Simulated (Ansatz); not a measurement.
Response to strain in MgO

The parent structure is MgO in the rock salt structure (space group Fm-3m, No. 225; a = 4.2149 Å). Axes: x, y, z lie along the cube axes.

Strains are applied to the cell and any free atomic positions relax; under biaxial strain the out-of-plane vector relaxes too.

The values are results of PBEsol (Ansatz, an electronic-structure program), scalar-relativistic without spin-orbit coupling, earlier PAW set, not measurements.

Notes on the quantities. pressure: mean of the normal stresses, compression positive.

```csv
change,electron mass,pressure,shortest interatomic distance
base,0.34 mₑ (at Γ),0.00 GPa,3.982 bohr
"biaxial strain −1.63 %, plane normal [110], relaxed out of plane",0.35 mₑ (at Γ),4.33 GPa,3.918 bohr
"biaxial strain +2.61 %, plane normal [111], relaxed out of plane",0.32 mₑ (at Γ),-6.08 GPa,4.040 bohr
isotropic strain −1.36 %,0.36 mₑ (at Γ),7.04 GPa,3.928 bohr
uniaxial strain ε_xx = −0.69 %,0.34 mₑ (at Γ),…,…
uniaxial strain ε_xx = +1.48 %,–,-2.17 GPa,3.982 bohr
uniaxial strain ε_xx = +5.95 %,"0.30 mₑ along x, 0.33 mₑ across (at Γ)",-7.19 GPa,3.982 bohr
tensor shear ε_xy = +1.00 %,0.34 mₑ (at Γ),0.02 GPa,3.982 bohr
tensor shear ε_xy = +3.74 %,–,0.28 GPa,3.982 bohr
tensor shear ε_yz = −0.26 %,0.34 mₑ (at Γ),0.01 GPa,3.982 bohr
```

**Question.** Complete the table.

**Answer.** 
- uniaxial strain ε_xx = −0.69 %, pressure: 1.13 GPa
- uniaxial strain ε_xx = −0.69 %, shortest interatomic distance: 3.955 bohr

The levels and masses belong to the bands next to the band gap. Effective masses come from finite differences of ±0.01 Å⁻¹. Whether these cells are dynamically stable was not tested.
